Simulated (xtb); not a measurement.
xtb 6.7.1, GFN1-xTB: Hf(O)(F)(NMe2) (C[N](C)[Hf](=[O])[F]), 12 atoms. The geometry is a generated start, not checked to be a minimum at this level.

- method: GFN1-xTB
- --acc: 1 (default)
- --etemp (K): 300 (default)
- detailed input (--input): none: ANC optimiser, Lindh (1995) Hessian, microcycle=20, maxdispl=1.0, hlow=0.01 (default)
- basis functions: 42
- valence electrons: 36

```xyz
12

Hf     1.3512    -1.2098     0.5963
O      2.3764     0.1436     0.1771
F      1.0402    -1.2571     2.4660
N     -0.4168    -0.6260    -0.1954
C     -0.2143     0.0348    -1.4864
C     -0.8246     0.3818     0.7879
H     -1.1563     0.4927    -1.8167
H      0.5560     0.8215    -1.4168
H      0.0864    -0.7062    -2.2330
H     -0.0112     1.1270     0.9532
H     -1.7162     0.9117     0.4341
H     -1.0708    -0.1139     1.7335
```

Charge 0 and multiplicity 1 are set for this test and not shown to be the ground state.

The structure is relaxed from this start with --opt LEVEL for the levels crude, sloppy, loose, lax, normal, tight, vtight, extreme, once each. Up to the end of the extreme run atoms move by at most 1.6 Å along an axis.

Q: Which level is enough to come within 20 meV of the tightest end point?

A: sloppy: 24 cycles against 36, ending 3.4 meV above.

```json
[
 {"level": "crude", "cycles": "5", "energy above the extreme run (meV)": "250", "gradient norm (eV/Å)": "0.30"},
 {"level": "sloppy", "cycles": "24", "energy above the extreme run (meV)": "3.4", "gradient norm (eV/Å)": "0.18"},
 {"level": "loose", "cycles": "25", "energy above the extreme run (meV)": "2.1", "gradient norm (eV/Å)": "0.10"},
 {"level": "lax", "cycles": "28", "energy above the extreme run (meV)": "0.25", "gradient norm (eV/Å)": "0.051"},
 {"level": "normal", "cycles": "30", "energy above the extreme run (meV)": "0.064", "gradient norm (eV/Å)": "0.012"},
 {"level": "tight", "cycles": "31", "energy above the extreme run (meV)": "0.040", "gradient norm (eV/Å)": "0.0087"},
 {"level": "vtight", "cycles": "35", "energy above the extreme run (meV)": "under 0.01", "gradient norm (eV/Å)": "0.0011"},
 {"level": "extreme", "cycles": "36", "energy above the extreme run (meV)": "—", "gradient norm (eV/Å)": "0.00092"}
]
```
